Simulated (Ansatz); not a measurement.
Start from Si in the diamond structure (space group Fd-3m, No. 227; a = 5.444 Å).

The change: a hydrostatic pressure of 0.7 GPa.

Levels (all Ansatz, a program for electronic structure, PAW): r2SCAN (500 eV, no spin-orbit coupling); HSE06+SOC (420 eV, spin-orbit coupling included).

The geometry is relaxed with r2SCAN.

| Item | Value |
|---|---|
| r2SCAN lowest conduction level above the VBM at special points | X 0.91 eV; U 1.42 eV; K 1.42 eV; Γ 2.74 eV |
| r2SCAN valence-band top at Γ | 0.00, 0.00, 0.00 eV |

**Question.** How does going to HSE06+SOC change the lowest conduction level above the VBM at special points and valence-band top at Γ?

**Answer.** The lowest conduction level above the VBM at special points changes from X 0.91 eV; U 1.42 eV; K 1.42 eV; Γ 2.74 eV to X 1.26 eV; U 1.79 eV; K 1.79 eV; Γ 3.27 eV; the valence-band top at Γ (three highest Kramers pairs, from the VBM) goes from 0.00, 0.00, 0.00 eV to 0.00, 0.00, -0.05 eV. The threefold valence maximum splits by Δso ≈ 0.05 eV.

Single points use the geometry relaxed with r2SCAN. Their cutoffs differ, which shifts pressures a little. The hybrid gap comes from the SCF mesh plus the semilocal run's edge points and a few special points and is an upper bound. The spin-orbit shifts are approximate. The levels and masses belong to the bands next to the band gap. Load acts through the strain it causes; cell and atoms are relaxed under it. Whether these cells are dynamically stable was not tested.
